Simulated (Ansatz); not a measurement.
Habitual settings against a tight run: LaMg₃ (I4/mmm, 4 atoms in the cell)

Self-consistent single point.

```yaml
crystal:
  lattice:
    - [-2.66156, 2.66156, 3.77523]
    - [2.66156, -2.66156, 3.77523]
    - [2.66156, 2.66156, -3.77523]
  atoms:
    - { symbol: La, position: [0.00000, 0.00000, 0.00000] }
    - { symbol: Mg, position: [0.50000, 0.50000, 0.00000] }
    - { symbol: Mg, position: [0.25000, 0.75000, 0.50000] }
    - { symbol: Mg, position: [0.75000, 0.25000, 0.50000] }
```

Computed with r2SCAN, default PAW files made with PBE (plane waves; Ansatz, a program for electronic structure).

Base settings: basis.ecutwfc = 500 eV; kpoints.mp_grid.grid = 9 9 9; hamiltonian.xc = r2scan; hamiltonian.pseudopotentials = {kind: paw} (the program's default PAW files); scf.occupations.method = cold; scf.occupations.width = 0.2 eV.

Tight run (finer mesh or higher cutoff; not a proven limit): basis.ecutwfc: 500 eV → 700 eV; kpoints.mp_grid.grid: 9 9 9 → 13 13 13; scf.convergence.dr2_threshold: default (1e-07 eV) → 1e-09 eV. It gave Fermi level (on the code's own zero) 7.33 eV; pressure -0.51 GPa.

Quick runs, as changes from the base:
- A: the base itself
- B: basis.ecutwfc: 500 eV → 400 eV; kpoints.mp_grid.grid: 9 9 9 → 6 6 6; scf.occupations.method: cold → gaussian; scf.occupations.width: 0.2 eV → 0.272 eV
- C: basis.ecutwfc: 500 eV → 250 eV; kpoints.mp_grid.grid: 9 9 9 → 8 8 8; kpoints.mp_grid.shift: default → 0.5 0.5 0.5
- D: basis.ecutwfc: 500 eV → 295 eV; kpoints.mp_grid.grid: 9 9 9 → 8 8 8; hamiltonian.xc: r2scan → lda [LDA (PW92)]
- E: basis.ecutwfc: 500 eV → 300 eV; kpoints.mp_grid.grid: 9 9 9 → 3 3 3; scf.occupations.method: cold → methfessel_paxton; scf.occupations.width: 0.2 eV → 0.272 eV
- F: basis.ecutwfc: 500 eV → 300 eV; kpoints.mp_grid.grid: 9 9 9 → 1 1 1; scf.convergence.dr2_threshold: default (1e-07 eV) → 0.0001 eV

Energies are extrapolated to zero smearing width, which holds to low order in the width alone.

Dashes: energy of D, another energy zero; count of D, another kind of functional, whose work the count does not hold.

† marks runs with another functional, U, potentials or spin treatment: their distance from the tight run is not a convergence error alone.

The count of work is k-points × plane waves × bands × iterations; it is no time. 

Pressures in the table are Ansatz's without its Pulay estimate, at a fixed set of plane waves; the tight run's value above holds the estimate.

The starting cell comes from a database of computed structures (which also holds hypothetical and non-ambient phases and stackings), without a prior relaxation at this level. Its lattice was rescaled by a random factor within 2.5 % of one.

| run | energy less tight (meV/atom) | pressure less tight (GPa) | count of work / tight |
|---|---|---|---|
| A | 2.6 | -0.02 | 0.18 |
| B | -2.0 | -0.02 | 0.050 |
| C | 237.3 | -9.22 | 0.046 |
| D† | – | -4.11 | – |
| E | 58.5 | -1.44 | 0.0065 |
| F | 1115.4 | -7.60 | 0.0011 |

Among the runs at the tight run's level, the energy misses run from 2.0 to 1115.4 meV/atom.

Keys are those of Ansatz 0.2.
